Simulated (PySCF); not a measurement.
PySCF 2.14.0, TPSSH/def2-svp, df: B(F)2(SeH) (FB(F)[SeH]), 5 atoms. The geometry is a generated start, not checked to be a minimum at this level.

| Item | Result |
|---|---|
| task | energy |
| method | tpssh |
| basis | def2-svp |
| two-electron scheme | density fitting |
| mol.max_memory | 3000 MB |
| mf.max_cycle | 100 |
| mf.DIIS | CDIIS (default) |
| mf.conv_tol | 1e-09 (default) |
| mf.grids.level | 3 (default) |
| basis functions | 79 |
| grid points | 72808 |

```xyz
5

B      0.3455    -0.3834     0.2820
F      1.4628    -1.0656     0.3691
F     -0.5251    -0.5570     1.2530
Se     0.0086     0.7893    -1.1764
H     -1.2919     1.2166    -0.7278
```

With the defaults (mf.diis = true, mf.init_guess = minao, mf.damp = 0, mf.diis_start_cycle = 1, mf.diis_space = 8, newton = off, mf.level_shift = 0) it converges in 11 Fock builds. One run each on 2 threads, 1 BLAS thread, with these changes:
- mf.diis_space = 20
- mf.damp = 0.3, mf.diis_start_cycle = 4
- newton = Hessian by the SCF's own integrals
- mf.init_guess = atom
- mf.damp = 0.7, mf.diis_start_cycle = 8
- mf.init_guess = mod_huckel
- mf.diis_space = 12
- mf.level_shift = 1 Hartree
- mf.diis = false

Which runs fail or end elsewhere than the default run?

No convergence: mf.diis = false (the run ends without SCF convergence in 100 cycles). The rest reach the solution of the defaults.

| setting | Fock builds | end |
|---|---|---|
| the defaults | 11 | same solution |
| mf.diis_space = 12 | 11 | same solution |
| mf.diis_space = 20 | 11 | same solution |
| mf.init_guess = atom | 12 | same solution |
| mf.init_guess = mod_huckel | 13 | same solution |
| mf.damp = 0.3, mf.diis_start_cycle = 4 | 14 | same solution |
| mf.damp = 0.7, mf.diis_start_cycle = 8 | 14 | same solution |
| newton = Hessian by the SCF's own integrals | 25 | same solution |
| mf.level_shift = 1 Hartree | 34 | same solution |
| mf.diis = false | 101 | no convergence |

Under newton the count holds the products with the orbital Hessian.
